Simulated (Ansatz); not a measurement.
Output of an Ansatz run (abridged):

```
WARN ansatz: RAYON_NUM_THREADS=1 ignored (pool sized by the plan → 1); use --threads N
Pseudopotentials: kind: paw
Pseudopotential: V, paw, valence charge 13
Pseudopotential: W, paw, valence charge 14
Crystal: 2 atoms, lattice volume = 29.736 Å³
Basis set: ecut = 420 eV, 605 PW (Γ)
Bands: 18, of which v1, the nominal top of the filled ones, is band 14 counted from 1 (13 counted from 0)
Symmetry: 8 space group operations
Space group: Cmmm (ITA 65), of the structure as read, at distance tolerance 3.1e-5 Å
k-points: 245 of 1352
PAW frozen core: V, regenerated for the run's functional, and the local potential with it
PAW frozen core: W, regenerated for the run's functional, and the local potential with it
Initial density: superposition of atomic densities (neutral atoms: chi_scale 0, normalization atom), corrected by the library's trained network
Initial wavefunctions: pseudopotential atomic-orbital guess
Eigensolver: davidson
Functional: x = slater, c = lda
SCF iter   1: F=—  HF=-12990.374289 eV  |F-HF|=—  |Δ(HF+E_count)|=         —  Δρ=9.96e-3  dr2=4.26e-2  ethr=1.77e-3  ⟨swp⟩=4.9  Hψ=18050  notcnv=0
all-band conjugate gradients solve this SCF's bands
preconditioner: auto → none
SCF iter   2: F=—  HF=-12990.373143 eV  |F-HF|=—  |Δ(HF+E_count)|=   1.15e-3  Δρ=7.83e-3  dr2=3.09e-2  ethr=1.58e-4  ⟨swp⟩=1.0  Hψ=6370  notcnv=0
SCF iter   3: F=—  HF=-12990.370220 eV  |F-HF|=—  |Δ(HF+E_count)|=   2.92e-3  Δρ=8.98e-4  dr2=2.01e-4  ethr=1.15e-4  ⟨swp⟩=1.5  Hψ=4485  notcnv=0
SCF iter   4: F=—  HF=-12990.370194 eV  |F-HF|=—  |Δ(HF+E_count)|=   2.60e-5  Δρ=2.16e-4  dr2=1.51e-5  ethr=7.45e-7  ⟨swp⟩=2.1  Hψ=5205  notcnv=0
SCF iter   5: F=—  HF=-12990.370193 eV  |F-HF|=—  |Δ(HF+E_count)|=   1.15e-6  Δρ=3.48e-5  dr2=2.52e-7  ethr=5.58e-8  ⟨swp⟩=2.1  Hψ=5993  notcnv=0
SCF iter   6: F=-12990.370193 eV  HF=-12990.370193 eV  |F-HF|=1.37e-8  |Δ(HF+E_count)|=   6.60e-8  Δρ=7.13e-6  dr2=1.71e-8  ethr=3.70e-10  ⟨swp⟩=5.8  Hψ=17945  notcnv=0
SCF 1 converged in 6 iterations: F = -12990.370193 eV  dr2 = 1.71e-8
SCF converged after 6 iterations
Free energy (F): -12990.370193 eV
Harris-Foulkes:  -12990.370193 eV  (|F-HF|=1.37e-8)
Internal energy: -12990.361433 eV  (E = F + TS)
E sigma→0 (E₀):  -12990.365813 eV
Entropy (-TS):   -0.008760 eV (-4.380 meV/atom)
Fermi energy:    18.862459 eV
--- Per-component energies (eV) ---
  E_band       = -237.659002
  E_kinetic    = 785.672994
  E_local      = -1528.931349  (includes V_loc(G=0)·N_el)
  E_nonlocal   = -34.580875
  E_hartree    = 635.822395
  E_xc         = -394.111583
  E_vxc        = -403.493971  (∫ρ·V_xc dr)
  E_paw        = -9370.780187  (= ΣΔE_a)
  E_vpaw       = -327.968283  (= ΣTr[D̂ρ^β])
  E_aug_tail   = 0.000188  (compensation charges beyond the density's cutoff)
  E_ewald      = -3084.082319
  E_core_change = 0.629303  (= ΣΔE_core)
  E_smearing   = -0.008760  (= −TS)
  E_closure    = -0.000000  (closes the sum)
  Σ components = -12990.370193   (vs F -12990.370193, Δ=0.00e0)
--- Forces (eV/Å), atoms counted from 1 ---
  atom   1  V      0.00000000    -0.00000000     0.00000000
  atom   2  W      0.00000000     0.00000000     0.00000000
  max |Σ_I F_I| component: 2.52e-29 eV/Å
--- Stress (GPa, compression-positive) ---
      -15.032216       0.000000       0.000000
        0.000000     -14.550986       0.000000
        0.000000       0.000000     -13.890625
  P = ⅓ Tr σ = -14.4913 GPa (-144.913 kbar)
  The stress holds the Pulay correction. Without it, at fixed plane waves, as pw.x and ABINIT print it: P = -14.5463 GPa
--- Band table (eV; the first three rows and the last of 245) ---
  k-point 0: bands = ["-54.4814", "-44.2919", "-19.1840", "-18.4871", "-18.1553", "-18.1077", "-18.0916", "-18.0285", "10.8678", "14.4342", "16.5831", "18.5303", "18.7844", "19.1037", "20.6940", "20.8827", "20.9002", "21.7449"]
  k-point 1: bands = ["-54.4813", "-44.2922", "-19.1452", "-18.4728", "-18.1552", "-18.1077", "-18.1068", "-18.0726", "11.0213", "14.4816", "16.6333", "18.6809", "18.7968", "19.0232", "20.1275", "20.8879", "20.9333", "21.6434"]
  k-point 2: bands = ["-54.4812", "-44.2928", "-19.0351", "-18.4323", "-18.1951", "-18.1551", "-18.1496", "-18.1076", "11.4408", "14.5781", "16.7694", "18.7672", "18.8154", "19.1210", "19.2201", "20.7103", "20.8584", "21.4067"]
  k-point 244: bands = ["-54.3506", "-44.1916", "-19.2992", "-18.7928", "-18.6743", "-18.5464", "-18.4666", "-18.3876", "14.5671", "15.6705", "16.8626", "17.2477", "19.0548", "19.3632", "19.9089", "20.2113", "22.0557", "25.0470"]
```

The structure:

```
CELL_PARAMETERS angstrom
      1.55277    -2.23052     0.00000
      1.55277     2.23052     0.00000
      0.00000     0.00000     4.29276
ATOMIC_POSITIONS crystal
  V  0.00000 0.00000 0.00000
  W  0.50000 0.50000 0.50000
```

### Question
Reconstruct the input of this run.

### Answer
Other spellings and defaults could give the same log, and not every line can be read from it. The input that was run (DFT, LDA (PW92), plane waves, default PAW files made with PBE):

Ansatz 0.2 input:
```yaml
# VW
crystal:
  lattice:
    - [1.552770, -2.230517, 0.000000]
    - [1.552770, 2.230517, 0.000000]
    - [0.000000, 0.000000, 4.292757]
  atoms:
    - { symbol: V, position_ang: [0.000000, 0.000000, 0.000000] }
    - { symbol: W, position_ang: [1.552770, 0.000000, 2.146378] }
basis:
  ecutwfc: 420.0 eV
kpoints:
  mp_grid:
    grid: [13, 13, 8]
hamiltonian:
  xc: lda
  pseudopotentials:
    kind: paw
scf:
  occupations:
    method: gaussian
    width: 0.1 eV
output:
  forces: true
  eigenvalues: true
  stress: true
```

The starting cell comes from a database of computed structures (which also holds hypothetical and non-ambient phases and stackings), without a prior relaxation at this level. Its lattice was rescaled by up to half a per cent. Spin-orbit coupling is off. Spin polarisation is off. With a pressure of about -14 GPa the cell is away from its equilibrium volume at this level. Ansatz's pressure includes its estimate of the finite-basis (Pulay) stress.

Ansatz is a first-principles code.
